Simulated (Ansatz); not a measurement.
Ti$_{2}$GaC (space group P6_3/mmc, No. 194; a cell from a computed database, its experimental status unchecked)

```
CELL_PARAMETERS angstrom
      3.04458     0.00000     0.00000
     -1.52229     2.63669     0.00000
      0.00000     0.00000    13.29246
ATOMIC_POSITIONS crystal
  Ti 0.33333 0.66667 0.08538
  Ti 0.66667 0.33333 0.91462
  Ti 0.66667 0.33333 0.58538
  Ti 0.33333 0.66667 0.41462
  Ga 0.33333 0.66667 0.75000
  Ga 0.66667 0.33333 0.25000
  C  0.00000 0.00000 0.50000
  C  0.00000 0.00000 0.00000
```

The values are results of Ansatz (a program for electronic structure) PBEsol, scalar-relativistic without spin-orbit coupling, not measurements. Γ-centred 18×18×4 mesh, Fermi–Dirac width 0.05 eV.

* **Volume per atom**: 13.34 Å³
* **Density**: 5.52 g/cm³
* **Band gap**: zero
* **Total energy**: -2235.254 eV/atom (σ→0; compares only within this code and set-up)

Stability against distortions was not tested. The final runs are not spin-polarised.
